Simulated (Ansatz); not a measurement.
The reference is SrO in the rock salt structure (space group Fm-3m, No. 225; a = 5.122 Å). Axes: x, y, z lie along the cube axes.

Computed with Kohn–Sham DFT with the PBEsol functional, run in Ansatz (a first-principles code) with PAW and 420 eV plane waves, without spin-orbit coupling.

Modification: tensor shear ε_xy = −0.88 % (engineering shear γ = -0.0176), atoms relaxed at fixed cell.

Q: Predict the stress tensor and what it implies for the stiffness.

A: Stress of the strained cell less that of the base (GPa, compression positive):
```
   0.00    0.96    0.00
   0.96    0.00    0.00
   0.00    0.00   -0.02
```

Then −Δσ/γ with γ = 2ε = -0.0176 gives relaxed-ion elastic constants: C66 ≈ 55 GPa.

Whether these cells are dynamically stable was not tested.
